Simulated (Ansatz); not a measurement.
The parent structure is KTaO$_{3}$ in the cubic perovskite structure (space group Pm-3m, No. 221).

```xyz
5
Lattice="3.9842 0.0000 0.0000 0.0000 3.9842 0.0000 0.0000 0.0000 3.9842" Properties=species:S:1:pos:R:3 pbc="T T T"
K      0.0000     0.0000     0.0000
Ta     1.9921     1.9921     1.9921
O      0.0000     1.9921     1.9921
O      1.9921     1.9921     0.0000
O      1.9921     0.0000     1.9921
```

Calculations: PBEsol, PAW, 420 eV (Ansatz, an electronic-structure program; scalar-relativistic without spin-orbit coupling), earlier PAW set.

```json
[
 {"level": "PBEsol", "band gap": "2.15 eV"}
]
```

### Question
From these computed values, estimate the measured ones, and say how each level misses.

### Answer
Measured: band gap 3.64 eV (temperature not stated; as listed in Burak Himmetoglu, Anderson Janotti, Journal of Physics Condensed Matter (2016)). Computed minus measured — band gap: PBEsol -1.49 eV. Measured values not marked as corrected hold thermal and zero-point effects that the static-lattice runs lack. A measured gap can be an optical one, lowered by exciton binding. Levels without spin-orbit coupling miss its effect on the gap.

With Ta present, leaving out spin-orbit coupling can change the band edges. Stability against distortions was not tested.
